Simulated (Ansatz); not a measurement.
The starting structures come from a database of crystals and need not be the phases stable at ambient conditions.

Input:

```
KO8P2Sb
1.0
    8.40736     0.00000     0.00000
    2.80245     8.61553     0.00000
    4.20368     0.00000     2.42699
K Sb P O
1 1 2 8
Direct
  0.50000   0.50000   0.00000
  0.00000   0.00000   0.00000
  0.73517   0.79449   0.00000
  0.26483   0.20551   0.00000
  0.79283   0.62151   0.00000
  0.20717   0.37849   0.00000
  0.74308   0.86190   0.65343
  0.25692   0.13810   0.34657
  0.39651   0.86190   0.60200
  0.60349   0.13810   0.39800
  0.99851   0.86190   0.74457
  0.00149   0.13810   0.25543
```

Space group of this cell: R-3. The cell is taken as given; by r2SCAN its mean pressure is -5.0 GPa.

Transport runs along the normal of the first two printed cell vectors, the (110) plane of the conventional cell.

No gap correction and no spin-orbit coupling; mid-gap values are interpolated between computed energies.

**Question.** Give the band gap and the smallest decay constant κ at mid-gap that Ansatz (a first-principles code) with r2SCAN yields.

**Answer.** Gap 3.56 eV on a 12×12×12 mesh; κ = 0.416 1/Å, at the zone centre.
